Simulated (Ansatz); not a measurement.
Effect of uniaxial strain ε_zz = −1.50 % on Nb

Base system: Nb in the bcc (W type) structure (space group Im-3m, No. 229; a = 3.273 Å; relaxed with 0.1 eV smearing). Axes: x, y, z lie along the cube axes.

The change: uniaxial strain ε_zz = −1.50 %, all other strain components held at zero, atoms relaxed at fixed cell.

Calculations: PBEsol (Ansatz, a quantum-chemistry and plane-wave program, PAW, without spin-orbit coupling). Settings: 28×28×28 k-points, 0.1 eV Fermi–Dirac smearing.

- Space group = I4/mmm (No. 139) (base Im-3m (No. 229))
- Shortest interatomic distance = 5.330 bohr (base 5.356 bohr)
- Energy relative to the base (free energy F) = +3.3 meV/atom
- Pressure (mean of the normal stresses, compression positive) = 2.8 GPa (base 0.0 GPa)
- Band gap = zero (base zero)
- Stress (xx, yy, zz, yz, xz, xy; compression positive) = (2.2, 2.2, 4.0, 0.0, 0.0, 0.0) GPa

Cost of the whole job for the changed cell (relaxation, final SCF and bands): about 40 core-seconds (a rough figure).

Whether these cells are dynamically stable was not tested. All final runs are without spin polarisation.
